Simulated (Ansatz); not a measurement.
Consider the following.

End structure of a constructed model of the (0001) surface of hcp Ti, (√3x√3)R30° layer of S, one a cell, on the site that continues the host's stacking (bottom of the slab: a bare face, its two planes held):

```yaml
crystal:
  lattice:
    - [4.40796, 2.54493, 0.00000]
    - [-4.40796, 2.54493, 0.00000]
    - [0.00000, 0.00000, 30.00000]
  atoms:
    - { symbol: Ti, position: [0.33333, 0.00000, 0.26969] }
    - { symbol: Ti, position: [0.66667, 0.66667, 0.26969] }
    - { symbol: Ti, position: [0.00000, 0.33333, 0.26969] }
    - { symbol: Ti, position: [0.33333, 0.33333, 0.34722] }
    - { symbol: Ti, position: [0.66667, 0.00000, 0.34722] }
    - { symbol: Ti, position: [0.00000, 0.66667, 0.34722] }
    - { symbol: Ti, position: [0.33333, 0.00000, 0.42598] }
    - { symbol: Ti, position: [0.66667, 0.66667, 0.42554] }
    - { symbol: Ti, position: [0.00000, 0.33333, 0.42554] }
    - { symbol: Ti, position: [0.33333, 0.33773, 0.50311] }
    - { symbol: Ti, position: [0.67106, 0.00000, 0.50311] }
    - { symbol: Ti, position: [0.99561, 0.66227, 0.50311] }
    - { symbol: Ti, position: [0.33333, 0.00000, 0.58074] }
    - { symbol: Ti, position: [0.66667, 0.66667, 0.58182] }
    - { symbol: Ti, position: [0.00000, 0.33333, 0.58182] }
    - { symbol: Ti, position: [0.33333, 0.32507, 0.65667] }
    - { symbol: Ti, position: [0.65840, 0.00000, 0.65667] }
    - { symbol: Ti, position: [0.00826, 0.67493, 0.65667] }
    - { symbol: S, position: [0.33333, 0.00000, 0.71472] }
```

Slab: 19 atoms, 13.8 Å thick at the start; k 9x9x1, smearing 0.1 eV, dipole-corrected; 6 atoms held, the rest relaxed; start symmetry kept, larger cells not searched; no spin, no spin-orbit, no U. It is one candidate, not shown to be the stable structure of the face.

### Question
What is the computed work function of the top face (PBE in Ansatz, a program for electronic structure)?

### Answer
4.69 eV
